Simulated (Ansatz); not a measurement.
Start from GaN in the zinc blende structure (space group F-43m, No. 216; a = 4.455 Å). Axes: x, y, z lie along the cube axes.

All numbers come from LDA, PAW, 420 eV (Ansatz, a program for electronic structure; scalar-relativistic without spin-orbit coupling).

It is then changed as follows: the cell is stretched by 1.00 % along z with no lateral relaxation; the atoms relax in the strained cell.

Problem. Predict the stress tensor and what it implies for the stiffness.

Solution. Stress of the strained cell less that of the base (GPa, compression positive):
```
  -1.53    0.00    0.00
   0.00   -1.53    0.00
   0.00    0.00   -2.87
```

Then −Δσ_ii/ε with ε = 0.0100 gives relaxed-ion elastic constants: C33 ≈ 287 GPa, C13 ≈ 153 GPa and C23 ≈ 153 GPa.

No phonon test of stability was made. This is not the structure that GaN has at room temperature and ambient pressure.
